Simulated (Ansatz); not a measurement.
A computed series for CdS: response to strain

The reference is CdS in the zinc blende structure (space group F-43m, No. 216; a = 5.878 Å). Axes: x, y, z lie along the cube axes.

Strains are applied to the cell and any free atomic positions relax; under biaxial strain the out-of-plane vector relaxes too.

All numbers come from Ansatz (an electronic-structure program), r2SCAN, PAW, cutoff 500 eV, no SOC.

Notes on the quantities. energy relative to the base: free energy F.

| biaxial strain, plane normal [001], relaxed out of plane (%) | energy relative to the base (meV/atom) |
|---|---|
| 0 | 0.0 |
| 0.5 | 0.2 |
| 1 | 0.7 |
| 1.5 | 1.6 |
| 2 | ? |
| 2.5 | 4.3 |
| 3 | 6.0 |

Problem. Fit ΔE = Aε² + Bε³ (ε in %) to the rows shown and predict the withheld row.

Solution. Least squares on the printed values gives A = 0.762 and B = -0.031 meV/atom (largest residual 0.0 meV/atom); this predicts 2.8 meV/atom, and the run gives 2.8 meV/atom, in agreement.

No phonon test of stability was made.
